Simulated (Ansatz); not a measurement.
System: interstitial Ca in beta Si3N4 (charge state +2). Calculation: PBE, PAW (plane waves to 420 eV; Ansatz, a program for electronic structure).

Cell of 84 host sites held at the relaxed PBE lattice; the Γ point alone; Fermi-Dirac width 0.01 eV, spin-restricted; finite-size errors left in. No zero-point or tunnelling terms. The charge state is imposed; whether it is stable for some Fermi level was not computed. Sites that were not tried may lie lower.

Barriers: single points on a 2×2×2 k-point mesh shifted by half a step along c at the bands' geometries.

Relaxed starting cell (atoms counted from 1):

```xyz
85
Lattice="15.3274 0.0000 0.0000 -3.8319 6.6370 0.0000 0.0000 0.0000 8.7798" Properties=species:S:1:pos:R:3 pbc="T T T"
Si     2.4989     1.1736     2.2098
Si     2.4487     1.1674     5.1168
Si     2.4982     1.1733     8.0245
Si    10.0723     1.1490     2.1928
Si    10.0945     1.1701     5.1174
Si    10.0724     1.1491     8.0416
Si     0.2535     2.7658     0.7269
Si     0.2029     2.6748     3.6586
Si     0.2029     2.6746     6.5749
Si     7.8596     2.6577     0.7273
Si     7.8757     2.6958     3.6574
Si     7.8756     2.6958     6.5774
Si     5.4520     1.5315     2.2001
Si     5.4395     1.5240     5.1176
Si     5.4518     1.5314     8.0352
Si    13.0704     1.5508     2.2030
Si    13.0875     1.5291     5.1169
Si    13.0707     1.5506     8.0307
Si     1.4614     5.5097     0.7276
Si     1.3991     5.4628     3.6560
Si     1.3993     5.4626     6.5787
Si     8.9561     5.4194     0.7265
Si     9.0733     5.4647     3.6605
Si     9.0734     5.4650     6.5731
Si    -1.5227     5.0651     0.7276
Si    -1.5984     5.1099     3.6573
Si    -1.5981     5.1100     6.5762
Si     6.0238     5.1038     0.7272
Si     6.0647     5.1094     3.6589
Si     6.0648     5.1095     6.5754
Si     3.6315     3.9554     2.1993
Si     3.6268     3.9417     5.1173
Si     3.6317     3.9550     8.0354
Si    11.2642     3.9021     2.2050
Si    11.2944     3.9383     5.1171
Si    11.2648     3.9021     8.0289
N      3.8489     2.2266     2.1884
N      3.8337     2.2114     5.1176
N      3.8486     2.2261     8.0475
N     11.4793     2.1978     2.1774
N     11.4940     2.2150     5.1167
N     11.4793     2.1975     8.0560
N      0.0608     4.4487     0.7298
N     -0.0022     4.4028     3.6262
N     -0.0022     4.4027     6.6109
N      7.6162     4.3884     0.7279
N      7.6776     4.4336     3.6401
N      7.6778     4.4337     6.5949
N      0.9838     2.0883     2.1689
N      1.0081     2.1587     5.1168
N      0.9836     2.0890     8.0647
N      8.6854     2.1888     2.1886
N      8.6910     2.1967     5.1175
N      8.6848     2.1880     8.0460
N      6.2746     1.9568     0.7276
N      6.2819     1.9833     3.6589
N      6.2818     1.9834     6.5762
N     13.9560     2.0034     0.7270
N     13.9216     1.9892     3.6479
N     13.9216     1.9885     6.5856
N      1.4226     6.4276     2.1974
N      1.4084     6.4126     5.1174
N      1.4227     6.4274     8.0373
N      9.1816     6.4214     2.1590
N      9.1091     6.4246     5.1167
N      9.1817     6.4214     8.0742
N      2.8189     4.4376     0.7274
N      2.7998     4.4316     3.6540
N      2.7997     4.4309     6.5806
N     10.4605     4.4607     0.7271
N     10.4873     4.4483     3.6532
N     10.4870     4.4484     6.5808
N      2.4075     0.2010     0.7273
N      2.4255     0.2098     3.6526
N      2.4250     0.2098     6.5815
N     10.0930     0.2026     0.7271
N     10.0905     0.2148     3.6554
N     10.0910     0.2147     6.5793
N     -2.4831     4.7174     2.1613
N     -2.4385     4.6594     5.1171
N     -2.4819     4.7163     8.0726
N      5.2148     4.6701     2.1989
N      5.2237     4.6580     5.1173
N      5.2149     4.6698     8.0353
Ca    -0.0030    -0.0123     0.7310
```
Cell charge +2.

End state 1 differs by these moves (Å; atoms that move under 0.08 Å are left out):

```json
[
 {"atom": "49", "element": "N", "Δx": "0.03", "Δy": "0.10", "Δz": "0.02"},
 {"atom": "51", "element": "N", "Δx": "0.05", "Δy": "0.08", "Δz": "-0.02"},
 {"atom": "58", "element": "N", "Δx": "0.02", "Δy": "-0.09", "Δz": "-0.03"},
 {"atom": "60", "element": "N", "Δx": "0.06", "Δy": "-0.07", "Δz": "0.03"},
 {"atom": "64", "element": "N", "Δx": "-0.11", "Δy": "0.00", "Δz": "0.03"},
 {"atom": "66", "element": "N", "Δx": "-0.09", "Δy": "0.01", "Δz": "-0.03"},
 {"atom": "70", "element": "N", "Δx": "0.05", "Δy": "0.08", "Δz": "-0.02"},
 {"atom": "72", "element": "N", "Δx": "0.03", "Δy": "0.10", "Δz": "0.02"},
 {"atom": "73", "element": "N", "Δx": "-0.09", "Δy": "0.01", "Δz": "-0.03"},
 {"atom": "75", "element": "N", "Δx": "-0.11", "Δy": "0.00", "Δz": "0.03"},
 {"atom": "79", "element": "N", "Δx": "0.06", "Δy": "-0.07", "Δz": "0.03"},
 {"atom": "81", "element": "N", "Δx": "0.02", "Δy": "-0.09", "Δz": "-0.03"},
 {"atom": "85", "element": "Ca", "Δx": "0.01", "Δy": "0.02", "Δz": "-1.47"}
]
```

Q: What forward and backward barriers to end state 1 does PBE, PAW give?

A: forward 0.15 eV, backward 0.15 eV; at the saddle point atom 85 has neighbours 2 N at 2.47, 2 N at 2.48, 2 N at 2.49; 4 Si at 2.87, 2 Si at 2.90 Å. The saddle point's order was not checked, and it lies on a symmetry element of the cell, where a band can be held.
